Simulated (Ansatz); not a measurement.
HgTe: biaxial strain +3.00 %, plane normal [001], relaxed out of plane

Base system: HgTe in the zinc blende structure (space group F-43m, No. 216; a = 6.510 Å). Axes: x, y, z lie along the cube axes.

One thing is altered: tensile biaxial strain of 3.00 % in the plane normal to [001], as in epitaxy on a mismatched substrate; the out-of-plane cell vector and the atoms relax.

Computed with PBEsol (Ansatz, a quantum-chemistry and plane-wave program; PAW; 420 eV plane waves; scalar-relativistic without spin-orbit coupling). Settings: 9×9×9 k-points, 0.05 eV Fermi–Dirac smearing.

```csv
quantity,base,changed,shift
volume per atom,34.48 Å³,35.02 Å³,+0.54 Å³
space group,F-43m (No. 216),I-4m2 (No. 119),–
shortest interatomic distance,281.9 pm,283.7 pm,+1.8 pm
energy relative to the base (free energy F),0 meV/atom,+6.9 meV/atom,+6.9 meV/atom
"pressure (mean of the normal stresses, compression positive)",0.0 GPa,-0.7 GPa,-0.7 GPa
band gap (uncertain: the edges found look like a band crossing or inverted bands; the changed cell),zero,0.05 eV,–
out-of-plane strain (rough),–,-4.28 %,–
mean in-plane stress (compression positive) (rough),–,-1.1 GPa,–
```

Final structure (turned so that z lies along the plane normal):

```yaml
crystal:
  lattice:
    - [4.74120, 0.00000, 0.00000]
    - [0.00000, 4.74120, 0.00000]
    - [2.37060, -2.37060, 3.11573]
  atoms:
    - { symbol: Hg, position: [0.00000, 0.00000, 0.00000] }
    - { symbol: Te, position: [0.75000, 0.75000, 0.50000] }
```

Without a gap, meshes like the base's 9×9×9 leave anisotropic stresses uncertain by several tenths of a GPa, and small strain energies with them. With Hg and Te present, leaving out spin-orbit coupling can change the band edges. Whether these cells are dynamically stable was not tested. The final runs are not spin-polarised. A zero or small gap of HgTe can be the functional's error rather than a property of the material.
